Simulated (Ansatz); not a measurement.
Structure of amorphous Al28O45Y2 (periodic cell):

```yaml
crystal:
  lattice:
    - [9.38262, -0.07784, 0.26459]
    - [-0.07784, 9.77308, 0.09914]
    - [0.26459, 0.09914, 9.38472]
  atoms:
    - { symbol: Al, position: [0.11433, 0.79120, 0.09563] }
    - { symbol: Al, position: [0.83264, 0.90902, 0.17808] }
    - { symbol: Al, position: [0.65600, 0.12134, 0.34434] }
    - { symbol: Al, position: [0.88276, 0.50552, 0.17237] }
    - { symbol: Al, position: [0.13316, 0.06912, 0.02742] }
    - { symbol: Al, position: [0.26620, 0.42746, 0.48175] }
    - { symbol: Al, position: [0.56990, 0.40742, 0.28601] }
    - { symbol: Al, position: [0.43828, 0.94045, 0.04031] }
    - { symbol: Al, position: [0.79890, 0.84680, 0.47034] }
    - { symbol: Al, position: [0.34121, 0.42212, 0.77342] }
    - { symbol: Al, position: [0.83752, 0.64984, 0.68725] }
    - { symbol: Al, position: [0.34248, 0.16288, 0.29999] }
    - { symbol: Al, position: [0.02789, 0.64768, 0.36737] }
    - { symbol: Al, position: [0.32644, 0.62060, 0.30009] }
    - { symbol: Al, position: [0.71613, 0.13987, 0.99179] }
    - { symbol: Al, position: [0.62472, 0.40354, 0.82953] }
    - { symbol: Al, position: [0.13566, 0.01578, 0.71712] }
    - { symbol: Al, position: [0.09889, 0.33260, 0.23762] }
    - { symbol: Al, position: [0.66626, 0.91108, 0.84888] }
    - { symbol: Al, position: [0.86739, 0.31590, 0.44453] }
    - { symbol: Al, position: [0.63738, 0.71062, 0.17117] }
    - { symbol: Al, position: [0.80532, 0.08693, 0.65713] }
    - { symbol: Al, position: [0.33572, 0.36596, 0.06927] }
    - { symbol: Al, position: [0.02835, 0.04739, 0.41310] }
    - { symbol: Al, position: [0.15439, 0.67099, 0.79188] }
    - { symbol: Al, position: [0.31621, 0.88978, 0.33141] }
    - { symbol: Al, position: [0.39582, 0.65104, 0.95226] }
    - { symbol: Al, position: [0.47160, 0.15059, 0.63446] }
    - { symbol: O, position: [0.22613, 0.29053, 0.37934] }
    - { symbol: O, position: [0.47203, 0.47597, 0.94387] }
    - { symbol: O, position: [0.69196, 0.53328, 0.18976] }
    - { symbol: O, position: [0.20128, 0.67918, 0.97309] }
    - { symbol: O, position: [0.99867, 0.93787, 0.07408] }
    - { symbol: O, position: [0.55631, 0.05563, 0.95843] }
    - { symbol: O, position: [0.46902, 0.29065, 0.18306] }
    - { symbol: O, position: [0.22882, 0.37104, 0.91953] }
    - { symbol: O, position: [0.70191, 0.53598, 0.73233] }
    - { symbol: O, position: [0.09015, 0.12850, 0.85900] }
    - { symbol: O, position: [0.17018, 0.83626, 0.72034] }
    - { symbol: O, position: [0.48347, 0.15083, 0.43857] }
    - { symbol: O, position: [0.96481, 0.67192, 0.17963] }
    - { symbol: O, position: [0.45032, 0.69020, 0.14285] }
    - { symbol: O, position: [0.33876, 0.61238, 0.75257] }
    - { symbol: O, position: [0.74103, 0.30960, 0.93140] }
    - { symbol: O, position: [0.99021, 0.58617, 0.77680] }
    - { symbol: O, position: [0.85028, 0.26989, 0.62742] }
    - { symbol: O, position: [0.24401, 0.48100, 0.18636] }
    - { symbol: O, position: [0.40095, 0.77529, 0.43904] }
    - { symbol: O, position: [0.48742, 0.81120, 0.88965] }
    - { symbol: O, position: [0.31630, 0.05255, 0.66932] }
    - { symbol: O, position: [0.49308, 0.31345, 0.72283] }
    - { symbol: O, position: [0.97839, 0.37678, 0.08513] }
    - { symbol: O, position: [0.70182, 0.30417, 0.36076] }
    - { symbol: O, position: [0.44024, 0.49325, 0.39507] }
    - { symbol: O, position: [0.18280, 0.58280, 0.44482] }
    - { symbol: O, position: [0.70150, 0.80910, 0.31065] }
    - { symbol: O, position: [0.89496, 0.68713, 0.50387] }
    - { symbol: O, position: [0.72177, 0.82255, 0.03603] }
    - { symbol: O, position: [0.21246, 0.19913, 0.13473] }
    - { symbol: O, position: [0.97534, 0.20403, 0.33845] }
    - { symbol: O, position: [0.21334, 0.02772, 0.38169] }
    - { symbol: O, position: [0.99298, 0.03221, 0.60188] }
    - { symbol: O, position: [0.75168, 0.81714, 0.68561] }
    - { symbol: O, position: [0.19752, 0.76510, 0.26156] }
    - { symbol: O, position: [0.25482, 0.93437, 0.02412] }
    - { symbol: O, position: [0.59320, 0.02497, 0.68889] }
    - { symbol: O, position: [0.21162, 0.37828, 0.65373] }
    - { symbol: O, position: [0.94620, 0.90217, 0.34187] }
    - { symbol: O, position: [0.80740, 0.04549, 0.84841] }
    - { symbol: O, position: [0.75639, 0.03454, 0.47388] }
    - { symbol: O, position: [0.95313, 0.46160, 0.34812] }
    - { symbol: O, position: [0.43683, 0.99446, 0.22244] }
    - { symbol: O, position: [0.74524, 0.07945, 0.17327] }
    - { symbol: Y, position: [0.41042, 0.83984, 0.65592] }
    - { symbol: Y, position: [0.00932, 0.34674, 0.83913] }
```

Methods: PBE, scalar-relativistic without spin-orbit coupling (Ansatz, a quantum-chemistry and plane-wave program); r2SCAN, scalar-relativistic without spin-orbit coupling (Ansatz); HSE06, scalar-relativistic without spin-orbit coupling (Ansatz). Neutral PBE cell, which sets geometry, pressure and energy: sampling: a 2×2×2 Γ-centred mesh; Fermi-Dirac width 0.02 eV; no spin polarisation. Exact exchange is cut at the faces of this 9 Å cell, which leaves hybrid gaps a finite-size error.

It comes from a melt-quench run on a machine-learned potential (CHGNet), relaxed afterwards by DFT. O atoms were pushed apart under 1.9 Å during the dynamics, to hinder bonds among them. The hot cell started wider than the set density and was brought back towards it in steps. It is the lowest in DFT energy of 2 quenches. It is a model cell: composition and starting density were chosen by hand, and all elements were melted together. No dispersion term was used. The quench was far faster than any real one, so the model tends to hold more defects than a real film. One small periodic cell is one sample of the glass; other quenches scatter about these values. Volume and shape were free in the relaxation.

**Question.** Give the pressure and the spacing of the highest filled and lowest empty levels.

**Answer.** 
```json
{
  "Pressure on a 2×2×2 Γ-centred mesh": "0.04 GPa",
  "Largest force and stress component on that mesh (the relaxation ran on the zone centre alone)": "0.05 eV/Å and 0.1 GPa",
  "Level gap on a 2×2×2 Γ-centred mesh (PBE)": "3.28 eV",
  "Level gap at the zone centre (PBE)": "3.27 eV",
  "Level gap at the zone centre (r2SCAN)": "3.89 eV",
  "Level gap at the zone centre (HSE06)": "4.98 eV",
  "Distance between the nearest levels spread over more than a fifth of the atoms or a third of the atoms of their main element (six at least) (PBE, zone centre)": "4.00 eV"
}
```

**Question.** At PBE and the zone centre, how localised are the states just below and above the Fermi level (participation number: the atoms over which a state spreads)?

**Answer.** The highest filled state is spread over 6.8 atoms' worth, largest on O47, with weights by element (charge in smoothed Voronoi cells) O 0.96, Al 0.04, Y 0.00. The lowest empty state is spread over 66.6 atoms' worth, largest on Al4, with weights by element (charge in smoothed Voronoi cells) O 0.60, Al 0.37, Y 0.03.

At PBE the levels at the filled edge of the gap are localised (band-tail or defect states), and the nearest spread-out levels lie 4.0 eV apart at the zone centre.

Bonds are counted up to Al-Al 2.66 Å, Al-O 2.30 Å, Al-Y 3.20 Å, O-O 1.58 Å, O-Y 2.82 Å, Y-Y 3.74 Å. Two cations that share two anions don't count as bonded, nor two that share one unless they lie closer than Al-Al 2.59 Å, Al-Y 3.11 Å, Y-Y 3.64 Å.

Added carriers, by PBE, scalar-relativistic without spin-orbit coupling run with Ansatz on the zone centre alone. Charged cells keep the cell fixed and stand in a uniform background, with no image correction, at a width of 0.01 eV; where the count is odd the moment is locked at 1 μB, unless the neutral cell bore moments. Each starts from the undistorted neutral geometry alone. PBE's self-interaction favours spread-out carriers, so it can miss traps that a hybrid finds.

**Question.** What happens at PBE when the cell takes an extra electron and the atoms relax?

**Answer.** Relaxation lowers the charged cell by 0.02 eV. The largest moves are Al4 0.03 Å, Al20 0.02 Å, O45 0.02 Å, O46 0.02 Å. The level that holds the added charge spreads over 65.0 atoms' worth, most on Al4 (weight 0.03): a carrier spread over the cell. No bond crosses its cut-off with a change of over 0.15 Å (metal-metal contacts aside). Made neutral again at that geometry, the cell lies +0.02 eV from the neutral start.

**Question.** What happens at PBE when the cell takes a hole and the atoms relax?

**Answer.** Relaxation lowers the charged cell by 0.44 eV. The largest moves are O66 0.35 Å, Al19 0.24 Å, O70 0.16 Å, O34 0.16 Å. The level that was emptied spreads over 3.2 atoms' worth, most on O66 (weight 0.46): a localised (trapped) carrier, which neighbours of that atom can share. Bonds broken: Al19-O66, O66-Y74. Made neutral again at that geometry, the cell lies +1.18 eV from the neutral start.
